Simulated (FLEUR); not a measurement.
Worked example: self-consistent single point of YbAl₂Ga₂ (P1, 5 atoms in the cell) in FLEUR.

Method of the run: LDA (Vosko-Wilk-Nusair), all-electron FLAPW (FLEUR), scalar-relativistic valence.

The change in words: lattice scaled by 0.98. Reference geometry:
```xyz
5
Lattice="-2.1275 2.1275 5.4642 2.1275 -2.1275 5.4642 2.1275 2.1275 -5.4642" Properties=species:S:1:pos:R:3 pbc="T T T"
Yb    -0.0434     0.0010    -0.0014
Al    -0.0366     2.1321     2.7572
Al     2.1894     0.0805     2.7729
Ga     0.0220    -0.0617     6.6553
Ga    -0.0039    -0.0243     4.2084
```

Reference input (self-consistent single point, DFT, LDA (Vosko-Wilk-Nusair), all-electron FLAPW (FLEUR), scalar-relativistic valence): Kmax = 3.8 1/bohr; GmaxXC = 15.2 1/bohr; xcFunctional = vwn; jspins = 1; l_soc = F; mode = hist; fermiSmearingEnergy = 0.00367493 Htr; mesh (inpgen div1-3) = 4 4 5; inpgen gamma flag = true; Gmax = 15.2 1/bohr; numbands = 0; maxIterBroyd = 25. This run's input differs from it in these lines:

```diff
@@ -3,6 +3,6 @@
 &input film=f /
--0.3410728993 0.3410728993 0.8759786269
-0.3410728993 -0.3410728993 0.8759786269
-0.3410728993 0.3410728993 -0.8759786269
-11.7876808128
+-0.3410728567 0.3410728567 0.8759786600
+0.3410728567 -0.3410728567 0.8759786600
+0.3410728567 0.3410728567 -0.8759786600
+11.5519269753
 1.0 1.0 1.0
@@ -47,5 +47,5 @@
          <bravaisMatrix>
-            <row-1>   -4.0204584708446767     4.0204584708446767    10.3257564527320191</row-1>
-            <row-2>    4.0204584708446767    -4.0204584708446767    10.3257564527320191</row-2>
-            <row-3>    4.0204584708446767     4.0204584708446767   -10.3257564527320191</row-3>
+            <row-1>   -3.9400487338553614     3.9400487338553614    10.1192415122411479</row-1>
+            <row-2>    3.9400487338553614    -3.9400487338553614    10.1192415122411479</row-2>
+            <row-3>    3.9400487338553614     3.9400487338553614   -10.1192415122411479</row-3>
          </bravaisMatrix>
```

Output (repeated stretches shortened):

```
 Iteration:     1   Distance:     129.00584699 me/bohr^3
 Iteration:     2   Distance:      29.07943010 me/bohr^3
 Iteration:     3   Distance:      24.03188224 me/bohr^3
 Iteration:     4   Distance:       5.86092212 me/bohr^3
 Iteration:     5   Distance:       4.22017541 me/bohr^3
   [... 19 lines left out ...]
 Iteration:    25   Distance:       0.00013383 me/bohr^3
 Iteration:    26   Distance:       0.00001128 me/bohr^3
 Iteration:    27   Distance:       0.00001211 me/bohr^3
 Iteration:    28   Distance:       0.00000231 me/bohr^3
 Reset of history
 Run finished successfully
 Stop message:
   Structural relaxation: new displacements generated

[file out, last iteration]
             iter=     29
[...]
          total density-effective poten   -3.1146397434E+04
          total charge density-energy d   -4.6724405580E+02
 Updated energy parameters for spin:           1
[...]
 fermi energy and band-weighting factors:
    0.599793    0.607681    0.613447

[...]
FERMIE:
          first approx. to ef    (T=0)  :   0.299995 htr   (energy of the highest occ. eigenvalue)
          number of occ. states  (T=0)  :       1177
          first approx. to seigv (T=0)  :  -6.117049 htr
          sum of weights of occ. states :  28.012500
          sum of semicore charge        :   0.000000 e
FERHIS:  Fermi-Energy by histogram:
          bandgap                     :   0.000161 htr
   [... lines left out ...]
          charge neutrality (T=0)     :   0.025000    (zero if the highest occ. eigenvalue is "entirely" occupied)
     EF_NEWTON:  Adjust Fermi-Energy by Newton-Method.
 Direct bandgap for spin            1 :    9.0284880335039230E-003  Htr
 ---->    free energy=                    -18433.9297371757 htr
   [... lines left out ...]
 TOTAL FORCE FOR ATOM TYPE=  3  X= -3.825   Y=  0.149   Z=  5.135
                       FX_TOT=-0.010079 FY_TOT=-0.011205 FZ_TOT=-0.006072
 TOTAL FORCE FOR ATOM TYPE=  4  X=  0.041   Y= -0.114   Z= -7.913
                       FX_TOT=-0.005359 FY_TOT= 0.010047 FZ_TOT= 0.002975
 TOTAL FORCE FOR ATOM TYPE=  5  X= -0.007   Y= -0.045   Z=  7.794
                       FX_TOT= 0.006119 FY_TOT= 0.002628 FZ_TOT= 0.007831
```

The run converged in 28 iterations. FLEUR gives forces in its relaxation mode, with a further iteration, so its stop message speaks of a relaxation. Against the reference run the free energy goes down by 26.4 meV/atom and the largest force goes from 0.686 to 0.836 eV/Å.

The starting cell comes from a database of computed structures (which also holds hypothetical and non-ambient phases and stackings), without a prior relaxation at this level. Its atoms were displaced at random from the sites of space group no. 139. For this run, on top of that: lattice scaled by 0.98. Spin-orbit coupling is off. Spin polarisation is off. Values depend on the basis (sphere radii, cutoffs, local orbitals), which need not be converged. The log's line on a gap gives a spacing of levels on this mesh, which the program prints for metals too.

Cost on one core of a shared machine: roughly 10 min.
